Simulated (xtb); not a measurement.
xtb 6.7.1, GFN2-xTB: c1c[se]c(-c2ccc3c(c2)oc2cc(-c4ccc[se]4)ccc23)c1, 35 atoms. The geometry is a generated start, not checked to be a minimum at this level.

| Property | Value |
|---|---|
| method | GFN2-xTB |
| --acc | 1 (default) |
| --etemp (K) | 300 (default) |
| detailed input (--input) | none: ANC optimiser, Lindh (1995) Hessian, microcycle=20, maxdispl=1.0, hlow=0.01 (default) |
| basis functions | 116 |
| valence electrons | 110 |

The structure is relaxed from this start with --opt LEVEL for the levels crude, sloppy, loose, lax, normal, tight, vtight, extreme, once each. Up to the end of the extreme run atoms move by at most 1.1 Å along an axis.

Task: Choose the cheapest level whose final energy lies within 1 meV of that of extreme.

Result: normal: 38 cycles against 45, ending 0.18 meV above.

| level | cycles | energy above the extreme run (meV) | gradient norm (eV/Å) |
|---|---|---|---|
| crude | 7 | 85 | 0.35 |
| sloppy | 18 | 12 | 0.30 |
| loose | 22 | 5.9 | 0.097 |
| lax | 26 | 3.6 | 0.10 |
| normal | 38 | 0.18 | 0.041 |
| tight | 42 | under 0.01 | 0.010 |
| vtight | 43 | under 0.01 | 0.0075 |
| extreme | 45 | — | 0.0018 |
